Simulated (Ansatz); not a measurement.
Input:

```xyz
4
Lattice="1.5267 0.8815 6.1919 -1.5267 0.8815 6.1919 0.0000 -1.7629 6.1919" Properties=species:S:1:pos:R:3 pbc="T T T"
Ag     0.0000     0.0000     0.0000
Rh     0.0000     0.0000     9.2879
O      0.0000     0.0000    16.4811
O      0.0000     0.0000     2.0947
```

Level of theory: PBEsol, rigid bands (plane waves, PAW, scalar-relativistic; Ansatz, a first-principles code). Cell: cell and atoms relaxed with PBEsol.

Problem. Predict the electron conductivity mass (n e² τ/σ) at 300 K, by direction if it differs.

Solution. 0.48 (x), 0.48 (y), 0.39 (z) mₑ.

Problem. And the band gap?

Solution. 0.41 eV at this level; semilocal functionals usually fall short of the measured gap.

Rigid bands, one relaxation time for all states, no polarons. Spin-orbit coupling is left out; where it splits the top of the valence band it changes the hole mass and lowers the gap by about a third of the splitting.

Computed structure, not matched to a measured one here, so possibly hypothetical: RhAgO2 (R-3m).
